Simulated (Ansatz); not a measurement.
Given:

```
TiB2
1.0
    3.06270     0.00000     0.00000
   -1.53135     2.65238     0.00000
    0.00000     0.00000     3.25606
Ti B
1 2
Direct
  0.00000   0.00000   0.00000
  0.66667   0.33333   0.50000
  0.33333   0.66667   0.50000
```

No spin polarisation.

Level of theory: Kohn–Sham DFT with the PBE functional, run in Ansatz (a quantum-chemistry and plane-wave program) with PAW and 420 eV plane waves, spin-orbit coupling left out. k-mesh 22×22×18 (Γ-centred); smearing 0.1 eV (Fermi–Dirac).

Task: What band gap does the calculation give?

Result: Zero.

Task: Estimate the pressure (mean of the normal stresses, compression positive).

Result: -7.2 GPa.

Task: What space group does the calculation give?

Result: P6/mmm (No. 191).

The cells carry an imposed strain or load. No phonon test of stability was made. All final runs are without spin polarisation. The cell was made from TiB$_{2}$ (space group P6/mmm, No. 191) by this change: isotropic strain +1.00 %.
